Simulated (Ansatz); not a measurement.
**Worked sum: formation energy of Zn11Pd2 (I-43m) from the elements**

Consider the formation energy of Zn11Pd2 (I-43m) from the elements. Reaction: 2 Pd (fcc) + 11 Zn (hcp) → Zn11Pd2 (I-43m). A negative value means that the right-hand side lies lower. The value is per atom of the solid.

Zn11Pd2 (I-43m), 26 atoms in the cell; this is a cell whose start was taken from, or built on, an entry of a structure database, and that this text hasn't matched to a measured one. Conventional cell: a = b = c = 9.1450 Å, α = β = γ = 90.00°.

Method: Ansatz (an electronic-structure program), PAW, neutral cells at 0 K with nuclei at rest, on structures from PBE. Ansatz runs with its PAW set soft_1. Other levels take these structures. The lattices are those relaxed with PBE, so at other levels the solids can be strained, which adds to the spread. Larger cells are relaxed from a start prepared with the learned potential CHGNet, on a coarser mesh till forces fall under 0.03 eV/Å, which some starts already meet. A dispersion term (D3(BJ), or D4 for r2SCAN) was computed beside these levels and is taken off wherever the name lacks it. Space groups of crystals are read within 0.01 Å.

Total energies of the cells in eV, at zero smearing width. They compare only within one column; the weights balance every element.

```csv
cell,atoms,weight,r2SCAN,PBEsol
Zn11Pd2 (I-43m),26,+1,-101114.54617,-99813.03934
Pd (fcc),1,−4,-6985.75242,-6906.68075
Zn (hcp),2,−11,-6651.33706,-6561.77919
```

r2SCAN: (-101114.54617) − 4 × (-6985.75242) − 11 × (-6651.33706) = -6.829 eV; dividing by 26 atoms gives -0.26 eV/atom.

PBEsol: (-99813.03934) − 4 × (-6906.68075) − 11 × (-6561.77919) = -6.745 eV; dividing by 26 atoms gives -0.26 eV/atom.

What follows from the r2SCAN value: A formula unit of Zn11Pd2 has 13 atoms, so it forms with -0.2626 × 13 = -3.414 eV, or -329.4 kJ/mol at 96.485 kJ/mol per eV.
